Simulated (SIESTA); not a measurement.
A self-consistent single point of MgSiH₂O₄ (Pm, 8 atoms in the cell) with SIESTA.

Level of theory: GGA PBEsol, numerical atomic orbitals DZP, PseudoDojo PBEsol standard norm-conserving potentials (rewritten from UPF to PSML) in SIESTA.

```
CELL_PARAMETERS angstrom
      4.33505     0.00000     0.00000
      0.00000     2.85961     0.00000
     -0.27989     0.00000     4.79298
ATOMIC_POSITIONS crystal
  Mg 0.50036 0.50000 0.47539
  Si 0.00098 0.00000 0.00247
  H  0.97852 0.00000 0.51691
  H  0.46535 0.50000 0.97146
  O  0.22371 0.00000 0.30909
  O  0.24809 0.50000 0.85942
  O  0.80259 0.00000 0.65865
  O  0.77189 0.50000 0.10642
```

Reference input (self-consistent single point, DFT, LDA PW92, numerical atomic orbitals DZP, PseudoDojo LDA standard norm-conserving potentials (rewritten from UPF to PSML)): XC.functional = LDA; XC.authors = PW92; potentials = PseudoDojo LDA standard; PAO.BasisSize = DZP; PAO.EnergyShift = 0.01 Ry; MeshCutoff = 400 Ry; kgrid.MonkhorstPack = 4 6 4; OccupationFunction = FD; ElectronicTemperature = 10 K; MaxSCFIterations = 150; SCF.Mixer.Method = Broyden; SCF.Mixer.Weight = 0.25. This run's input differs from it in these lines:

```diff
@@ -1,2 +1,2 @@
-# files in the folder: Mg.psml Si.psml H.psml O.psml (PseudoDojo LDA standard)
+# files in the folder: Mg.psml Si.psml H.psml O.psml (PseudoDojo PBEsol standard)
 SystemName  MgSi(HO2)2
@@ -30,4 +30,4 @@
 
-XC.functional                LDA
-XC.authors                   PW92
+XC.functional                GGA
+XC.authors                   PBEsol
 PAO.BasisSize                DZP
```

Log, with long lists cut:

```
        iscf     Eharris(eV)        E_KS(eV)     FreeEng(eV)     dDmax    Ef(eV) dHmax(eV)
   scf:    1    -3544.903674    -3557.213516    -3557.213516  1.782801 -7.078794  7.488979
   scf:    2    -3561.341395    -3559.609796    -3559.609796  0.143534 -5.060806  3.195230
   scf:    3    -3560.187945    -3560.023928    -3560.023928  0.068881 -2.977597  1.503072
   scf:    4    -3560.043941    -3560.035562    -3560.035562  0.019769 -3.399479  0.554812
   scf:    5    -3560.037861    -3560.037270    -3560.037270  0.007589 -3.624850  0.131443
   scf:    6    -3560.037970    -3560.037800    -3560.037800  0.004614 -3.660605  0.013873
   scf:    7    -3560.037830    -3560.037819    -3560.037819  0.000909 -3.667264  0.003860
   scf:    8    -3560.037823    -3560.037821    -3560.037821  0.000236 -3.667352  0.002298
   scf:    9    -3560.037822    -3560.037822    -3560.037822  0.000105 -3.667177  0.001330
   scf:   10    -3560.037822    -3560.037822    -3560.037822  0.000063 -3.666904  0.000813
SCF Convergence by DM+H criterion
max |DM_out - DM_in|         :     0.0000629884
max |H_out - H_in|      (eV) :     0.0008127931
SCF cycle converged after 10 iterations

Using DM_out to compute the final energy and forces

siesta: E_KS(eV) =            -3560.0378

siesta: E_KS - E_eggbox =     -3560.0378

siesta: Atomic forces (eV/Ang):
     1    0.018186   -0.000000   -0.021149
     2    0.133518    0.000000   -0.153156
     3    0.350667   -0.000000   -0.265375
     4    0.253378    0.000000    0.178817
     5    0.086930   -0.000000    0.162660
     6   -0.227940   -0.000000   -0.204636
     7   -0.395632    0.000000    0.258872
     8   -0.215938    0.000000    0.041598
   Tot    0.003169   -0.000000   -0.002369
   Max    0.395632
   Res    0.174568    sqrt( Sum f_i^2 / 3N )
   Max    0.395632    constrained

   [... lines left out ...]
siesta: FreeEng =     -3560.037822
siesta: Cell volume =         59.416365 Ang**3
siesta:         -33.51454515        -34.80897507  kBar
   [... lines left out ...]

mulliken: Qtot =       40.000

Mulliken Atomic Populations:
Atom #   charge [q] valence [e]  Species
     1     0.866923    9.133077  Mg
     2     0.574986    3.425014  Si
     3    -0.084074    1.084074  H
     4    -0.108579    1.108579  H
     5    -0.509837    6.509837  O
     6    -0.161434    6.161434  O
     7    -0.267809    6.267809  O
     8    -0.310175    6.310175  O
 Total     0.000000
```

The run converged in 10 iterations. Against the reference run the pressure goes from -8.93 to -3.35 GPa, the largest force goes from 0.588 to 0.473 eV/Å and the gap on the mesh goes from 4.651 to 4.621 eV.

The starting cell comes from a database of computed structures (which also holds hypothetical and non-ambient phases and stackings), without a prior relaxation at this level. Values carry the incompleteness of an atom-centred basis. With a pressure of about -3 GPa the cell is away from its equilibrium volume at this level.
